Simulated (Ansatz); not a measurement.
Sensitivity of a calculation on SiO2 (P3_221, 9 atoms in the cell) to its settings

```yaml
crystal:
  lattice:
    - [5.02866, 0.00000, 0.00000]
    - [-2.51433, 4.35494, 0.00000]
    - [0.00000, 0.00000, 5.55547]
  atoms:
    - { symbol: Si, position: [0.00000, 0.46880, 0.33333] }
    - { symbol: Si, position: [0.53120, 0.53120, 0.00000] }
    - { symbol: Si, position: [0.46880, 0.00000, 0.66667] }
    - { symbol: O, position: [0.14454, 0.73144, 0.54782] }
    - { symbol: O, position: [0.26856, 0.41310, 0.21449] }
    - { symbol: O, position: [0.58690, 0.85546, 0.88115] }
    - { symbol: O, position: [0.73144, 0.14454, 0.45218] }
    - { symbol: O, position: [0.41310, 0.26856, 0.78551] }
    - { symbol: O, position: [0.85546, 0.58690, 0.11885] }
```

Base run A: Ansatz (an electronic-structure program) with PBE, PAW files, self-consistent single point.

Its settings: basis.ecutwfc = 420 eV; kpoints.mp_grid.grid = 5 5 4; hamiltonian.xc = pbe; hamiltonian.pseudopotentials = {kind: paw} (the program's default PAW files); scf.occupations.method = gaussian; scf.occupations.width = 0.01 eV.

The starting cell comes from a database of computed structures (which also holds hypothetical and non-ambient phases and stackings), without a prior relaxation at this level. Its lattice was rescaled by a random factor within 2.5 % of one. In the base run, with a pressure of about -6 GPa the cell is away from its equilibrium volume at this level. Ansatz's pressure includes its estimate of the finite-basis (Pulay) stress.

ΔF is the free energy per atom less that of run A. A dash stands where there is no value to compare (another energy zero or no entropy term, no result, no spin, no clean gap, or a mesh too coarse for one). Total energies depend on the potentials, the functional and any Hubbard or dispersion term, so they are compared only between runs that share all of them.

Runs:
- B: kpoints.mp_grid.grid: 5 5 4 → 4 4 4
- C: kpoints.mp_grid.grid: 5 5 4 → 3 3 3
- D: scf.occupations.width: 0.01 eV → 0.3 eV
- E: hamiltonian.xc: pbe → blyp [BLYP]
- F: scf.mixing.preconditioner: default (the program chose Resta) → kerker; scf.mixing.q_tf: default → 1.5
- G: scf.mixing.algorithm: default (the program chose MSR1) → anderson; scf.mixing.ndim: default → 1

| run | ΔF (meV/atom) | pressure (GPa) | largest force (eV/Å) | gap on the mesh (eV) | k-points |
|---|---|---|---|---|---|
| A | 0.00 | -6.48 | 0.405 | 5.424 | 17 |
| B | -0.03 | -6.48 | 0.405 | 5.435 | 13 |
| C | -0.01 | -6.48 | 0.405 | 5.413 | 7 |
| D | 0.00 | -6.48 | 0.405 | 5.423 | 17 |
| E | – | -5.10 | 0.414 | 5.483 | 17 |
| F | 0.00 | -6.48 | 0.405 | 5.423 | 17 |
| G | 0.00 | -6.48 | 0.405 | 5.423 | 17 |

Run B against A: The free energy hardly moves (within 1 meV/atom), the pressure stays at -6.48 GPa, the largest force stays at 0.405 eV/Å and the gap on the mesh goes from 5.424 to 5.435 eV.

Run E against A: The pressure goes from -6.48 to -5.10 GPa, the largest force moves little (0.405 to 0.414 eV/Å) and the gap on the mesh goes from 5.424 to 5.483 eV.

Keys are those of Ansatz 0.2.
